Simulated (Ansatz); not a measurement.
Here is the system:

End structure of a constructed model of the (110) surface of bcc V, a pseudomorphic layer of Pt in the host's stacking (bottom of the slab: a bare face, its two planes held):

```yaml
crystal:
  lattice:
    - [2.59563, 0.00000, 0.00000]
    - [-0.86521, 2.44719, 0.00000]
    - [0.00000, 0.00000, 29.50000]
  atoms:
    - { symbol: V, position: [0.50000, 0.50000, 0.27615] }
    - { symbol: V, position: [0.00000, 0.00000, 0.34799] }
    - { symbol: V, position: [0.50000, 0.50000, 0.41922] }
    - { symbol: V, position: [0.00000, 0.00000, 0.49145] }
    - { symbol: V, position: [0.50000, 0.50000, 0.56305] }
    - { symbol: V, position: [0.00000, 0.00000, 0.63374] }
    - { symbol: Pt, position: [0.50000, 0.50000, 0.70575] }
```

Set-up: 7 atoms, 13.2 Å thick at the start; mesh 15x15x1; 0.1 eV smearing; dipole correction on; single point; on the structure that PBE left under its start's symmetry; no spin, no spin-orbit, no U. It is one candidate, not shown to be the stable structure of the face.

Question: What work function of the top face does r2SCAN, at the PBE geometry run with Ansatz (a program for electronic structure) give?

Answer: 4.66 eV
